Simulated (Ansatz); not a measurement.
Pd under a change: pressure 75 GPa

The reference is Pd in the fcc (Cu type) structure (space group Fm-3m, No. 225; a = 3.943 Å).

Now apply this change: cell and atoms relaxed at a pressure of 75 GPa.

Level of theory: PBE, PAW, 420 eV (Ansatz, a program for electronic structure; no SOC). k-mesh 20×20×20 (Γ-centred); smearing 0.05 eV (Fermi–Dirac).

```csv
quantity,base,changed,shift
density,11.53 g/cm³,14.60 g/cm³,+3.063 g/cm³
lattice parameter a,3.943 Å,3.645 Å,-0.298 Å
shortest interatomic distance,2.788 Å,2.577 Å,-0.211 Å
enthalpy H = E + PV relative to the base's energy,–,+6.25 eV/atom,–
band gap,zero,zero,–
```

Final structure:

```
CELL_PARAMETERS angstrom
      0.00000     1.82251     1.82251
      1.82251     0.00000     1.82251
      1.82251     1.82251     0.00000
ATOMIC_POSITIONS crystal
  Pd 0.00000 0.00000 0.00000
```

Load acts through the strain it causes; cell and atoms are relaxed under it. No phonon test of stability was made. Competing high-pressure phases were not computed. All final runs are without spin polarisation.
